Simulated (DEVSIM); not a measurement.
Structure: Ru/SiO2/p-Si capacitor, at 300 K.

Layer 1 from the left is SiO2, thickness (nm) 28.0. Layer 2 from the left is Si, thickness (nm) 1100, Na (cm⁻³) 2.8e17.

Metal gate on the left, work function 4.7 eV. Fixed charge at the semiconductor interface 0 cm⁻² (in units of +e); no interface traps.

This is a model device: material constants are rounded textbook-type values typed into the input, and sizes, dopings and lifetimes were drawn at random. Values at 300 K.

SiO2: gap (eV) 9, affinity (eV) 0.9, permittivity 3.9. Si: gap (eV) 1.124, affinity (eV) 4.05, permittivity 11.7, Nc (cm⁻³) 2.86e19, Nv (cm⁻³) 3.1e19.

Model (solved in DEVSIM): 1D Poisson equation in equilibrium, Boltzmann statistics, complete ionisation; no quantum confinement or tunnelling. Metal contacts follow the ideal Schottky-Mott rule: no Fermi-level pinning, no interface dipoles.

Q: What does the simulation give for the minimum of the low-frequency capacitance, the flat-band voltage?

A: minimum of the low-frequency capacitance 0.0731 μF/cm²; flat-band voltage -0.35 V.
